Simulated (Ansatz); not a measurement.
free sheet of monolayer 1T SnS2: Sn16S32, 3 atomic planes, area 190 Å², cell height 16.0 Å with vacuum; both faces free, started from the relaxed sheet, in-plane cell fixed at 1.000 times the relaxed lattice. All values below come from PBE (plane waves, PAW; Ansatz, a program for electronic structure). Mean temperature 291 K, 10.0 ps sampled after 4.5 ps of Langevin dynamics; k-points: Γ only; no spin polarisation or spin-orbit coupling.

A denser in-plane k-mesh moves the forces of one frame by 0.02 eV/Å rms. Bonds are counted up to S-Sn 3.12 Å; heights count from the centre of mass.

Task: What happens at the sheet: give the outer plane spacing; normal motion of the outer planes over that of the middle; in-plane diffusion; coordination in the top plane; mean vibrational (phonon) frequency.

Result: 
| Property | Result |
|---|---|
| outer plane spacing | 1.48 Å against 1.48 Å at the start (+0 %) |
| normal motion of the outer planes over that of the middle | 0.8 |
| in-plane diffusion | none seen within 10.0 ps |
| coordination in the top plane | 3-fold 100 % |
| mean vibrational (phonon) frequency | 5.8 THz |
